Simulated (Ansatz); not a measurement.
The parent structure is Mg$_{2}$Ge in the anti-fluorite structure (space group Fm-3m, No. 225).

```yaml
crystal:
  lattice:
    - [0.00000, 3.14325, 3.14325]
    - [3.14325, 0.00000, 3.14325]
    - [3.14325, 3.14325, 0.00000]
  atoms:
    - { symbol: Mg, position: [0.25000, 0.25000, 0.25000] }
    - { symbol: Mg, position: [0.75000, 0.75000, 0.75000] }
    - { symbol: Ge, position: [0.00000, 0.00000, 0.00000] }
```

Method: Kohn–Sham DFT with the LDA functional, run in Ansatz (a quantum-chemistry and plane-wave program) with PAW and 420 eV plane waves, without spin-orbit coupling.

Before the change:

```
Quantity   Result
--------  -------
Pressure  0.0 GPa
```

The change: an isotropic linear strain of −2.00 %; the atoms relax in the strained cell.

### Question
What does the calculation give for the pressure and energy relative to the base after the change?

### Answer
The pressure goes from zero to 3.9 GPa; the energy rises by 14 meV/atom.

Whether these cells are dynamically stable was not tested. All final runs are without spin polarisation. Gaps under 0.05 eV, about the width of the smearing, are given as zero.
